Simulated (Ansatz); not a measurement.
**Effect of isotropic strain +0.67 % on InP**

Base system: InP in the zinc blende structure (space group F-43m, No. 216; a = 5.907 Å).

Perturbation: an isotropic linear strain of +0.67 %, atoms relaxed at fixed cell.

All numbers come from r2SCAN/PAW in Ansatz (an electronic-structure program), no SOC. k-mesh 10×10×10 (Γ-centred); smearing 0.05 eV (Fermi–Dirac).

```csv
quantity,base,changed,shift
shortest interatomic distance,2.558 Å,2.575 Å,+0.017 Å
energy relative to the base (free energy F),0 meV/atom,+2.2 meV/atom,+2.2 meV/atom
pressure,0.00 GPa,-1.31 GPa,-1.31 GPa
band gap,1.03 eV,0.91 eV,-0.12 eV
gap character,direct at Γ,direct at Γ,–
mean gap deformation potential ΔEg/Δln V,–,-5.8 eV,–
width of the top valence band,2.90 eV,2.81 eV,-0.09 eV
electron mass,0.074 mₑ (at Γ),0.066 mₑ (at Γ),–
"hole mass (degenerate bands, along [100])","0.073, 0.44, 0.44 mₑ (at Γ)","0.066, 0.45, 0.45 mₑ (at Γ)",–
"valley order (the lowest conduction-band minima on the path, energy above the VBM, named in the base's zone)",Γ 1.03 eV; L along ⟨111⟩ 1.80 eV; X along ⟨100⟩ 2.04 eV,Γ 0.91 eV; L along ⟨111⟩ 1.74 eV; X along ⟨100⟩ 2.07 eV,–
```

Final structure:

```
InP
1.0
    0.00000     2.97330     2.97330
    2.97330     0.00000     2.97330
    2.97330     2.97330     0.00000
P In
1 1
Direct
  0.75000   0.75000   0.75000
  0.00000   0.00000   0.00000
```

Masses are band curvatures over ±0.01 Å⁻¹ around the edge. No phonon test of stability was made.
